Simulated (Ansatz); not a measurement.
Total g(r) from a molecular-dynamics run [in the run: 2×2×2 k-points, which a denser mesh shifts by -0.8 GPa in pressure and 0.07 eV/Å in forces]. Method: r2SCAN (plane waves, PAW; Ansatz, a quantum-chemistry and plane-wave program).

(r (Å), g(r)): (1.02, 0.00); (1.14, 0.00); (1.26, 0.00); (1.38, 0.00); (1.50, 0.00); (1.62, 0.00); (1.74, 0.00); (1.86, 0.00); (1.98, 0.00); (2.10, 0.00); (2.22, 0.00); (2.34, 0.00); (2.46, 0.00); (2.58, 0.74); (2.70, 5.83); (2.82, 6.96); (2.94, 1.94); (3.06, 0.18); (3.18, 0.01); (3.30, 0.00); (3.42, 0.00); (3.54, 0.01); (3.66, 0.06); (3.78, 0.61); (3.90, 1.66)

### Question
Which system gave this curve?
A) Al (fcc), crystal, 309 K, 6.8 GPa
B) AlN (zinc blende; a metastable form), crystal, 298 K
C) GaP (zinc blende), crystal, 296 K
D) LiCl (rock salt), crystal, 298 K

### Answer
A, Al (fcc), crystal, 309 K, 6.8 GPa
